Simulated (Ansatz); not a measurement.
## HfO$_{2}$ in the CdI2 type structure (space group P-3m1, No. 164; a hypothetical phase, not in the database extracts checked; layered, stacked along the Cartesian z axis)

```cif
data_HfO2
_chemical_formula_sum 'Hf1 O2'
_space_group_name_H-M_alt 'P-3m1'
_space_group_IT_number 164
_space_group_name_Hall '-P 3 2"'
_cell_length_a 3.23959
_cell_length_b 3.23959
_cell_length_c 4.66120
_cell_angle_alpha 90.000
_cell_angle_beta 90.000
_cell_angle_gamma 120.000
loop_
_atom_site_label
_atom_site_type_symbol
_atom_site_symmetry_multiplicity
_atom_site_Wyckoff_symbol
_atom_site_fract_x
_atom_site_fract_y
_atom_site_fract_z
_atom_site_occupancy
Hf1 Hf 1 a 0.00000 0.00000 0.00000 1
O1 O 2 d 0.33333 0.66667 0.20845 1
```

Method: PBE-D3(BJ) (Ansatz, a quantum-chemistry and plane-wave program), spin-orbit coupling left out. k-mesh 12×12×7 (Γ-centred); smearing 0.05 eV (Fermi–Dirac).

```json
{
 "volume_per_atom": "14.12 Å³",
 "density": "8.25 g/cm³",
 "band_gap": "4.48 eV, indirect, K–Γ (65 % along) → M",
 "Lowest conduction-band minima above the VBM": "M (1/2, 0, 0) 4.48 eV; K (1/3, 1/3, 0) 4.53 eV; A (0, 0, 1/2) 4.98 eV",
 "total_energy": "-5620.501 eV/atom (σ→0; compares only within this code and set-up)"
}
```

Spin-orbit coupling, missing from the scalar runs, can matter with Hf. Whether these cells are dynamically stable was not tested.
